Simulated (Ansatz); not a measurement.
Base system: CdS in the zinc blende structure (space group F-43m, No. 216; a = 5.757 Å).

The values are results of LDA in Ansatz (plane waves to 420 eV, PAW, no spin-orbit coupling), not measurements.

Before the change:

| Property | Result |
|---|---|
| Hole mass | 0.11, 0.71, 0.71 mₑ (at Γ) |
| Shortest interatomic distance | 249.3 pm |
| Band gap | 0.95 eV |
| Density | 5.03 g/cm³ |

It is then changed as follows: cell and atoms relaxed at a pressure of 0.9 GPa.

Task: What happens to the hole mass?

Result: The hole mass (degenerate bands, along [100]) changes from 0.11, 0.71, 0.71 mₑ (at Γ) to 0.11, 0.69, 0.69 mₑ (at Γ).

Task: What happens to the shortest interatomic distance?

Result: The shortest interatomic distance falls by 1.05 pm to 248.2 pm.

Task: How does this affect the band gap?

Result: The band gap goes up by 0.026 eV to 0.97 eV.

Task: What does the calculation give for the density after the change?

Result: The density goes up by 0.06 g/cm³ to 5.09 g/cm³.

Load acts through the strain it causes; cell and atoms are relaxed under it. Masses are band curvatures over ±0.01 Å⁻¹ around the edge. Stability against distortions was not tested.

Ansatz is a first-principles code.
